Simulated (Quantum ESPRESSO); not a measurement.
Equation of state of cubic perovskite SrTiO3 (space group 221): energy against volume (Quantum ESPRESSO, LDA)

```
SrTiO3
1.0
    3.75312     0.00000     0.00000
    0.00000     3.75312     0.00000
    0.00000     0.00000     3.75312
Sr Ti O
1 1 3
Direct
  0.00000   0.00000   0.00000
  0.50000   0.50000   0.50000
  0.50000   0.00000   0.50000
  0.00000   0.50000   0.50000
  0.50000   0.50000   0.00000
```

Computed with LDA (PZ), GBRV 1.5 ultrasoft (LDA) pseudopotentials (plane waves; Quantum ESPRESSO). Settings: ecutwfc = 65 Ry; ecutrho = 520 Ry; occupations = smearing; smearing = fermi-dirac; degauss = 0.000734986 Ry; potentials = {Sr: sr_lda_v1.uspp.F.UPF, Ti: ti_lda_v1.4.uspp.F.UPF, O: o_lda_v1.2.uspp.F.UPF}; K_POINTS = automatic 9 9 9 0 0 0; conv_thr = 1e-10 Ry. The cell above is the first row's. The rows scale it uniformly. In all rows fractional positions and the k mesh are held. E is the free energy at the stated smearing, counted from the lowest row.

```
V (Å^3/atom)  E (meV/atom)
------------  ------------
10.573                   ?
10.803               28.46
11.033               12.05
11.263                2.81
11.493                0.00
11.723                2.94
11.952               11.07
12.182               23.84
12.412               40.80
```

Question: Fit E against V with the third-order Birch-Murnaghan form, a cubic in V^(-2/3), and predict the withheld value at V = 10.573.

Answer: With u = V^(-2/3) - 0.195, the rows have u = 0.009631, 0.006777, 0.004020, 0.001356, -0.001221, -0.003704, -0.006119, -0.008460. Least squares gives E = 0.862 - 1206.95·u + 418895·u² + 412756·u³. Residuals (row less fit): -0.002, 0.000, 0.004, 0.003, -0.019, 0.011, 0.003, -0.004; standard error 0.012 (degrees of freedom: 4). Its minimum lies at u = 0.001438, so V0 = (0.196438)^(-3/2) = 11.49. There d²E/du² = 841400 and d³E/du³ = 2477000, so B0 = (4/9) × 11.49^(-7/3) × 841400 × 0.160218 = 201 GPa (the last factor turns the table's units into GPa), and B0' = 4 + (2/3) × 0.196438 × (2477000)/841400 = 4.4. The program's pressures in the fitted runs (not shown) pass through zero at V = 11.48, 0.03 % from this V0. At the withheld row, u = 0.012587, so E = 0.862 - 1206.95 × 0.012587 + 418895 × 0.012587² + 412756 × 0.012587³ = 52.860 meV/atom. The calculation gives 52.86 meV/atom, which the fit meets to the printed digits. The row lies outside the fitted rows, so this is an extrapolation. From the scatter of the fitted rows alone, a prediction at this place has a standard error of 0.035 meV/atom, so the miss is 0.0 times that.

Carrying the step between the two nearest rows on in a straight line would have given 44.87, off by 7.99; series whose last step already gives the withheld value aren't shown. The scan was laid around a cell of about the measured size, scaled by a guess for this functional. This is the room-temperature phase, which distorts on cooling and is held here by symmetry. The runs keep the symmetry of the cell, so they don't test it for distortions. Cutoffs and mesh are single choices, not tested for convergence of this quantity. Series with a scatter that would blur these digits, or in which a gap closes, are not shown. Nor are scans whose minimum lies at an end fitted in this form.
